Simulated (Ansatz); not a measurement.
# MgO, pressure series

Consider MgO (space group P6_3/mmc, No. 194; a = 3.4939 Å, c = 4.1941 Å; a cell from a computed database, its experimental status unchecked).

Cell and atoms are relaxed at each pressure.

Method: PBEsol (Ansatz, a quantum-chemistry and plane-wave program; PAW; 420 eV plane waves; scalar-relativistic without spin-orbit coupling).

```csv
P (GPa),V (Å³/atom)
-1.99,11.262
-1.00,11.172
0.29,11.061
0.70,11.026
1.50,10.961
3.00,10.844
5.00,10.697
7.50,10.526
10.00,10.367
```

Task: Fit a third-order Birch–Murnaghan equation of state.

Result: Least squares on P(V) = (3B₀/2)[(V₀/V)^(7/3) − (V₀/V)^(5/3)]·[1 + (3/4)(B₀′ − 4)((V₀/V)^(2/3) − 1)] gives V₀ = 11.09 Å³/atom, B₀ = 130 GPa and B₀′ = 4.1.

Between the base and pressure 10 GPa the gap moves from 3.27 eV to 3.61 eV, a mean slope of 34 meV/GPa.

Load acts through the strain it causes; cell and atoms are relaxed under it. Whether these cells are dynamically stable was not tested. Competing high-pressure phases were not computed. This is not the structure that MgO has at room temperature and ambient pressure.
